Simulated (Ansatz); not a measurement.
End structure of a constructed model of the (0001) surface of wurtzite ZnO, Zn-terminated, 2x2 In adatom at H3 (bottom of the slab: 2 H on 4 bottom sites):

```
CELL_PARAMETERS angstrom
      6.55898     0.00000     0.00000
     -3.27949     5.68024     0.00000
      0.00000     0.00000    30.50000
ATOMIC_POSITIONS crystal
  O  0.33488 0.16512 0.30096
  O  0.83628 0.16369 0.30046
  O  0.33631 0.66372 0.30046
  O  0.83488 0.66512 0.30095
  Zn 0.15636 0.34364 0.32042
  Zn 0.67950 0.32054 0.32230
  Zn 0.17946 0.82050 0.32230
  Zn 0.65638 0.84362 0.32046
  O  0.16667 0.33333 0.38714
  O  0.66667 0.33333 0.38714
  O  0.16667 0.83333 0.38714
  O  0.66667 0.83333 0.38714
  Zn 0.33333 0.16667 0.40813
  Zn 0.83333 0.16667 0.40813
  Zn 0.33333 0.66667 0.40813
  Zn 0.83333 0.66667 0.40813
  O  0.33362 0.16638 0.47396
  O  0.83265 0.16585 0.47414
  O  0.33415 0.66735 0.47414
  O  0.83313 0.66687 0.47402
  Zn 0.16653 0.33347 0.49440
  Zn 0.66710 0.33348 0.49469
  Zn 0.16652 0.83290 0.49469
  Zn 0.66673 0.83327 0.49537
  O  0.16638 0.33362 0.56058
  O  0.66738 0.33372 0.56075
  O  0.16628 0.83262 0.56075
  O  0.66677 0.83323 0.56212
  Zn 0.33324 0.16676 0.58069
  Zn 0.83525 0.17008 0.58164
  Zn 0.32992 0.66475 0.58164
  Zn 0.83507 0.66493 0.58176
  O  0.33328 0.16672 0.64692
  O  0.83518 0.17022 0.64896
  O  0.32978 0.66482 0.64896
  O  0.83516 0.66484 0.64907
  Zn 0.17206 0.32794 0.67098
  Zn 0.65576 0.32769 0.67092
  Zn 0.17231 0.84424 0.67092
  Zn 0.66665 0.83335 0.66136
  H  0.33650 0.16350 0.26908
  H  0.83648 0.66352 0.26907
  In 0.99992 0.50008 0.74071
```

Slab: 43 atoms, 14.2 Å thick at the start with caps and adatoms; k 4x4x1, smearing 0.025 eV, dipole-corrected; single point; on the structure that PBE left under its start's symmetry; spin-polarised, ending with about 0.9 μB a cell, a value that depends on the mesh; orders that need a larger cell were not tried, no spin-orbit, no U. The slab shows no gap over 0.04 eV on its mesh. The program's check for a lower electronic state was not made. In PBE it is, or lies within 0.01 eV a 1x1 cell of, the lowest of the 2 structures of its composition computed so far; subsurface sites and larger cells were not tried.

### Question
What work function of the top face does r2SCAN, at the PBE geometry and the start's symmetry (Ansatz, an electronic-structure program) give?

### Answer
3.69 eV
